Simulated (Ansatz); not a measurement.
System: CsH (Pm-3m, No. 221, 2 atoms in the cell; start mp-632319; a measured phase of this formula has another space group). Method: HSE06 (Ansatz, a program for electronic structure, PAW).

Numerical settings: plane-wave cutoff 500 eV, 6×6×6 k mesh, gaussian smearing 0.02 eV, scalar-relativistic PAW data made under PBE.

Cell (relaxed at this level):

```cif
data_HCs
_chemical_formula_sum 'Cs1 H1'
_space_group_name_H-M_alt 'P 1'
_space_group_IT_number 1
_cell_length_a 3.83168
_cell_length_b 3.83168
_cell_length_c 3.83168
_cell_angle_alpha 90.000
_cell_angle_beta 90.000
_cell_angle_gamma 90.000
loop_
_space_group_symop_operation_xyz
  'x, y, z'
loop_
_atom_site_label
_atom_site_type_symbol
_atom_site_fract_x
_atom_site_fract_y
_atom_site_fract_z
_atom_site_occupancy
Cs1 Cs 0.00000 0.00000 0.00000 1
H1 H 0.50000 0.50000 0.50000 1
```

Predict the band gap.


- band gap: 3.58 eV (on the SCF k mesh)

Note: the relaxation could not lower the start's symmetry, so the cell can be a saddle point above a distorted one.

Spin–orbit coupling is not included.

A start named mp-… is a Materials Project structure, which need not be a measured phase.
